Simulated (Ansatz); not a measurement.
MgB₆ (model structure, R3m, No. 160, 7 atoms in the cell), treated with LDA (plane waves, PAW; Ansatz, a first-principles code).

Input file:

Ansatz 0.2 input:
```yaml
crystal:
  lattice:
    - [2.7393980828, 1.5815924007, 2.556854511]
    - [-2.7393980828, 1.5815924007, 2.556854511]
    - [0.0, -3.1631842609, 2.5568548453]
  atoms:
    - { symbol: Mg, position: [0.1037710554, 0.1037710554, 0.1037710554] }
    - { symbol: B, position: [0.1879861042, 0.5025943927, 0.5025943927] }
    - { symbol: B, position: [0.7882460036, 0.4785420257, 0.4785420257] }
    - { symbol: B, position: [0.5025943927, 0.1879861042, 0.5025943927] }
    - { symbol: B, position: [0.4785420257, 0.7882460036, 0.4785420257] }
    - { symbol: B, position: [0.5025943927, 0.5025943927, 0.1879861042] }
    - { symbol: B, position: [0.4785420257, 0.4785420257, 0.7882460036] }
basis:
  ecutwfc: 520
  ecutrho_ratio: 4
  xc_grid: 2
kpoints:
  mp_grid: { grid: [14, 14, 14] }
hamiltonian:
  xc: lda
  dispersion: none
  pseudopotentials: { kind: paw }
scf:
  occupations: { method: fermi_dirac, width: 0.05 }
output:
  forces: true
  stress: true
  eigenvalues: true
relax:
  f_tol: 0.004
  escape_saddle: false
  max_steps: 80
  cell: { stress_tol: 0.02, fix: [volume] }
```

Output (set-up and result lines):

```
Relaxation: its limit of steps is 80 (relax.max_steps)
Crystal: 7 atoms, lattice volume = 66.467 Å³
Basis set: ecut = 520 eV, 1821 PW (Γ), exchange–correlation on 64×64×64 points (8 copies of the dense FFT grid, shifted against one another)
Bands: 21, of which v1, the nominal top of the filled ones, is band 14 counted from 1 (13 counted from 0)
Symmetry: 6 space group operations
Space group: R3m (ITA 160), of the structure as read, at distance tolerance 4.1e-5 Å
k-points: 288 of 2744 (time reversal used)
Functional: x = slater, c = lda
SCF iter   1: F=—  HF=-2800.340316 eV  |F-HF|=—  |Δ(HF+E_count)|=         —  Δρ=5.72e-3  dr2=1.89e-2
SCF iter   2: F=—  HF=-2800.331596 eV  |F-HF|=—  |Δ(HF+E_count)|=   8.72e-3  Δρ=2.72e-3  dr2=4.54e-3
  ...
SCF 1 converged in 6 iterations: F = -2800.330259 eV  dr2 = 3.24e-8
Crystal: 7 atoms, lattice volume = 66.467 Å³
Initial density: handed on by an earlier stage of this run
SCF 2 converged in 4 iterations: F = -2800.331761 eV  dr2 = 3.07e-8
Crystal: 7 atoms, lattice volume = 66.467 Å³
Basis set: ecut = 520 eV, 1809 PW (Γ), exchange–correlation on 64×64×64 points (8 copies of the dense FFT grid, shifted against one another)
SCF 3 converged in 4 iterations: F = -2800.332836 eV  dr2 = 1.02e-7
Crystal: 7 atoms, lattice volume = 66.467 Å³
SCF 4 converged in 4 iterations: F = -2800.332841 eV  dr2 = 3.47e-10
Crystal: 7 atoms, lattice volume = 66.467 Å³
SCF iter   3: F=—  HF=-2800.332841 eV  |F-HF|=—  |Δ(HF+E_count)|=   5.20e-9  Δρ=3.11e-7  dr2=1.75e-11
SCF iter   4: F=-2800.332841 eV  HF=-2800.332841 eV  |F-HF|=3.64e-12  |Δ(HF+E_count)|=  3.68e-11  Δρ=9.57e-8  dr2=2.33e-12
SCF 5 converged in 4 iterations: F = -2800.332841 eV  dr2 = 2.33e-12
SCF converged after 4 iterations
Free energy (F): -2800.332841 eV
Internal energy: -2800.332841 eV  (E = F + TS)
E sigma→0 (E₀):  -2800.332841 eV
Fermi energy:    7.664987 eV
--- Forces (eV/Å), atoms counted from 1 ---
  atom   1  Mg     0.00000000    -0.00000000    -0.00030597
  atom   2  B     -0.00018582    -0.00010729    -0.00050983
  atom   3  B      0.00016422     0.00009481     0.00061219
  atom   4  B      0.00018582    -0.00010729    -0.00050983
  atom   5  B     -0.00016422     0.00009481     0.00061219
  atom   6  B      0.00000000     0.00021457    -0.00050983
  atom   7  B      0.00000000    -0.00018963     0.00061219
--- Stress (GPa, compression-positive) ---
        2.778124      -0.000000       0.000000
        0.000000       2.778124       0.000000
        0.000000       0.000000       2.779792
  P = ⅓ Tr σ = 2.7787 GPa (27.787 kbar)
```

The cell is one volume of an energy–volume scan, off the minimum.

The PAW data were made under PBE.

Note: the relaxation could raise the start's symmetry but not lower it, so the cell can be a saddle point.

The result took around 3 core-minutes (rough).

A model structure was made by putting elements into a prototype or built by hand; it is no filed structure, need not be a known phase, and can be a saddle point held by its symmetry.
